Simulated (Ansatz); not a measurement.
# Pressure series in TiTe2

Consider TiTe2 in the CdI2 type structure (space group P-3m1, No. 164; a = 3.7840 Å, c = 6.6016 Å; layered, stacked along the Cartesian z axis).

Cell and atoms are relaxed at each pressure.

Calculations: Ansatz (a first-principles code), r2SCAN+rVV10, PAW, cutoff 500 eV, scalar-relativistic without spin-orbit coupling.

```
pressure (GPa)  volume per atom (Å³/atom)
--------------  -------------------------
-1                                 28.612
0                                  27.287
0.3                                     ?
0.7                                26.699
1.5                                26.145
3                                  25.296
5                                  24.396
7.5                                23.501
10                                 22.757
```

**Question.** Fit the third-order Birch–Murnaghan form P(V) = (3B₀/2)[(V₀/V)^(7/3) − (V₀/V)^(5/3)]·[1 + (3/4)(B₀′ − 4)((V₀/V)^(2/3) − 1)] (squares taken in P) to the rows shown and predict the withheld row.

**Answer.** Least squares on the printed values gives V₀ = 27.360 Å³/atom, B₀ = 28.7 GPa, B₀′ = 7.2; this predicts 27.085 Å³/atom, and the run gives 27.023 Å³/atom, 0.062 lower.

Load acts through the strain it causes; cell and atoms are relaxed under it. Whether these cells are dynamically stable was not tested. No other phases were tried under pressure. The final runs are not spin-polarised.
